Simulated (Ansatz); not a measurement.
Take BN (space group P6_3/mmc, No. 194; a = 2.500 Å, c = 6.412 Å; layered, stacked along the Cartesian z axis) as the base.

All numbers come from PBEsol-D3(BJ) (Ansatz, a program for electronic structure, PAW, scalar-relativistic without spin-orbit coupling).

One change was made to it. Results:

The smallest direct gap falls by 0.24 eV to 4.25 eV; the shortest interatomic distance shrinks by 1.0 pm to 143.4 pm.

Problem. Which of these changes matches the shifts?
A) pressure 10 GPa
B) pressure 0.7 GPa
C) pressure −1 GPa

Solution. A, pressure 10 GPa. For comparison, the smallest direct gap in the other runs: pressure 0.7 GPa gives 4.43 eV; pressure −1 GPa gives 4.59 eV.

Load acts through the strain it causes; cell and atoms are relaxed under it. Stability against distortions was not tested. No other phases were tried under pressure.
